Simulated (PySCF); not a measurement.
PySCF 2.14.0, TPSSH/def2-svp, df: Ti(Cl)3(OH) ([OH][Ti]([Cl])([Cl])[Cl]), 6 atoms. The geometry is a generated start, not checked to be a minimum at this level.

```
Item                          Result
-------------------  ---------------
task                          energy
method                         tpssh
basis                       def2-svp
two-electron scheme  density fitting
mol.max_memory               3000 MB
mf.max_cycle                     100
mf.init_guess        minao (default)
mf.DIIS              CDIIS (default)
mf.conv_tol          1e-09 (default)
mf.grids.level           3 (default)
basis functions                  104
grid points                   101440
```

```xyz
6

Ti     0.2430    -0.1187    -0.0124
Cl     1.8836     1.0728    -0.6559
Cl     0.9012    -0.9169     1.8474
Cl     0.2882    -1.7902    -1.3262
O     -1.2249     0.6687     0.0501
H     -2.0911     1.0842     0.0971
```

Charge 0 and multiplicity 1 are set for this test and not shown to be the ground state.

One run each on 2 threads, 1 BLAS thread. Values of diis_space tried: 3, 5, 8 (default), 12, 20.

**Question.** How does the count of Fock builds change with diis_space, and where is it least?

**Answer.** Fewest Fock builds, within one of each other: 8 (default) with 14, 12 with 13, 20 with 13. The count rises to 26 at 3. All converge to one solution.

| diis_space | Fock builds | end |
|---|---|---|
| 3 | 26 | same solution |
| 5 | 15 | same solution |
| 8 (default) | 14 | same solution |
| 12 | 13 | same solution |
| 20 | 13 | same solution |
